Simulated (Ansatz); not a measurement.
A one-dimensional Au body, 8 atoms a period, stretched and compressed along its axis from its relaxed period of 2.725 Å, atoms relaxed at each length.

```
CELL_PARAMETERS angstrom
     28.00000     0.00000     0.00000
      0.00000    11.00000     0.00000
      0.00000     0.00000     2.72456
ATOMIC_POSITIONS crystal
  Au 0.20286 0.50000 0.00000
  Au 0.28790 0.50000 0.50000
  Au 0.37263 0.50000 0.00000
  Au 0.45747 0.50000 0.50000
  Au 0.54253 0.50000 0.00000
  Au 0.62737 0.50000 0.50000
  Au 0.71210 0.50000 0.00000
  Au 0.79714 0.50000 0.50000
```

The numbers are results of PBE (plane waves to 420 eV, PAW; Ansatz, an electronic-structure program), not measurements. Mesh 1×1×110. No spin polarisation. Isolated but for its images some 11 Å away. A hypothetical model. Symmetry and one short period hold its shape; lower forms weren't sought. Values not marked SOC lack spin–orbit coupling. Buckling under compression is shut out by symmetry and the short period. Energies are free energies at a Fermi–Dirac width of 0.02 eV, from the unstrained cell.

```json
[
 {"strain (%)": "-3.0", "energy (meV a period)": "+134", "axial force (nN)": "-5.63"},
 {"strain (%)": "-1.5", "energy (meV a period)": "+31", "axial force (nN)": "-2.55"},
 {"strain (%)": "0.0", "energy (meV a period)": "0", "axial force (nN)": "0.00"},
 {"strain (%)": "+1.5", "energy (meV a period)": "+25", "axial force (nN)": "+1.91"},
 {"strain (%)": "+3.0", "energy (meV a period)": "+94", "axial force (nN)": "+3.54"}
]
```

The slope of the force at zero strain is 150 nN.
